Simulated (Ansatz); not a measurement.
## A computed series for Ru: response to strain

The parent structure is Ru in the hcp (Mg type) structure (space group P6_3/mmc, No. 194; a = 2.6914 Å, c = 4.2489 Å; relaxed with 0.1 eV smearing). Axes: x lies along a and z along c of the hexagonal cell.

Strains are applied to the cell and any free atomic positions relax.

Calculations: plane-wave PAW DFT at the PBEsol level (Ansatz, an electronic-structure program, 420 eV), scalar-relativistic without spin-orbit coupling.

Notes on the quantities. energy relative to the base: free energy F; pressure: mean of the normal stresses, compression positive.

| case | energy relative to the base | shortest interatomic distance | pressure |
|---|---|---|---|
| base | 0 meV/atom | 2.632 Å | 0.0 GPa |
| uniaxial strain ε_xx = −3.00 % | +26 meV/atom | 2.611 Å | 11.4 GPa |
| uniaxial strain ε_xx = −2.50 % | +18 meV/atom | 2.618 Å | 9.3 GPa |
| uniaxial strain ε_xx = −2.00 % | +11 meV/atom | 2.621 Å | 7.3 GPa |
| uniaxial strain ε_xx = −1.00 % | +2.7 meV/atom | 2.626 Å | 3.5 GPa |
| uniaxial strain ε_xx = −0.50 % | +0.7 meV/atom | 2.629 Å | 1.7 GPa |
| uniaxial strain ε_xx = +0.50 % | +0.6 meV/atom | 2.633 Å | -1.7 GPa |
| uniaxial strain ε_xx = +1.50 % | +5.6 meV/atom | 2.635 Å | -4.8 GPa |
| uniaxial strain ε_xx = +2.50 % | +15 meV/atom | 2.637 Å | -7.7 GPa |
| uniaxial strain ε_xx = +3.00 % | +21 meV/atom | 2.638 Å | -9.1 GPa |

No phonon test of stability was made. All final runs are without spin polarisation.
